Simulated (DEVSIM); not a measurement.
# Schottky contact on n-type GaN

System: Schottky contact on n-type GaN, at 300 K.

```tsv
layer (left to right)	material	thickness (μm)	Nd (cm⁻³)	τn (s)	τp (s)
1	GaN	0.310	2.3e16	1.1e-8	1.1e-8
```

Left contact: Schottky, work function 5.15 eV, emission velocity 3.4e6 cm/s. Right contact: ohmic. Voltage is applied to the left contact. Recombination: SRH at mid-gap, radiative. Mobility is μmin + (μ − μmin)/(1 + (N/Nref)^α).

Constants are typed, rounded textbook-type inputs, not results; the design itself was drawn at random and stands for no fabricated device. Values at 300 K.

```csv
parameter,GaN
gap (eV),3.43
affinity (eV),4.1
permittivity,9.5
Nc (cm⁻³),2.3e18
Nv (cm⁻³),4.6e19
μn (cm²/Vs),1200
μp (cm²/Vs),100
"μn,min",55
"μp,min",3
"Nref,n",2e17
"Nref,p",3e17
αn,1
αp,2
B (cm³/s),1e-11
```

Simulated with DEVSIM: 1D drift-diffusion, Boltzmann statistics, complete ionisation; no tunnelling, impact ionisation, image-force lowering or self-heating. Metal contacts follow the ideal Schottky-Mott rule: no Fermi-level pinning, no interface dipoles.

```yaml
potential_step_across_the_device_at_zero_bias: 0.931 V
largest_field_in_the_device_at_zero_bias: 89000 V/cm
Dark forward voltage at 1 A/cm²: 0.689 V
Dark forward voltage at 100 A/cm²: 0.810 V
```

Dark reverse current:

| V (V) | J (A/cm²) |
|---|---|
| -0.40 | -2.8e-12 |
| -1.00 | -2.8e-12 |
| -2.00 | -2.8e-12 |
| -3.00 | -2.8e-12 |
| -4.00 | -2.8e-12 |
| -6.00 | -2.8e-12 |
| -8.00 | -2.9e-12 |
| -10.00 | -2.9e-12 |
| -13.00 | -2.9e-12 |
| -16.00 | -2.9e-12 |
| -20.00 | -2.9e-12 |

Dark forward current:

| V (V) | J (A/cm²) |
|---|---|
| 0.05 | 1.6e-11 |
| 0.10 | 1.3e-10 |
| 0.20 | 6.3e-9 |
| 0.25 | 4.4e-8 |
| 0.35 | 2.1e-6 |
| 0.40 | 1.4e-5 |
| 0.45 | 9.9e-5 |
| 0.55 | 0.0047 |
| 0.60 | 0.032 |
| 0.65 | 0.22 |
| 0.75 | 10 |
| 0.80 | 69 |
| 0.90 | 1800 |
| 0.95 | 5000 |
